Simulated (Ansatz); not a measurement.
Take MgSe in the rock salt structure (space group Fm-3m, No. 225; a = 5.5080 Å) as the base.

Method: PBE/PAW in Ansatz (a quantum-chemistry and plane-wave program), spin-orbit coupling left out.

Before the change:

The smallest direct gap comes out as 2.40 eV. The shortest interatomic distance is 2.754 Å, the hole mass is 0.16, 0.82, 0.82 mₑ (at Γ) and the band gap is 1.77 eV.

Modification: a hydrostatic pressure of 22.5 GPa.

Estimate the effect on the smallest direct gap, shortest interatomic distance, hole mass and band gap.

The smallest direct gap rises by 1.75 eV (2.40 eV → 4.15 eV); the shortest interatomic distance decreases by 0.204 Å (2.754 Å → 2.550 Å); the hole mass (degenerate bands, along [100]) changes from 0.16, 0.82, 0.82 mₑ (at Γ) to 0.20, 0.62, 0.62 mₑ (at Γ); the band gap rises by 0.373 eV to 2.15 eV.

Load acts through the strain it causes; cell and atoms are relaxed under it. Effective masses come from finite differences of ±0.01 Å⁻¹. No phonon test of stability was made. No other phases were tried under pressure.
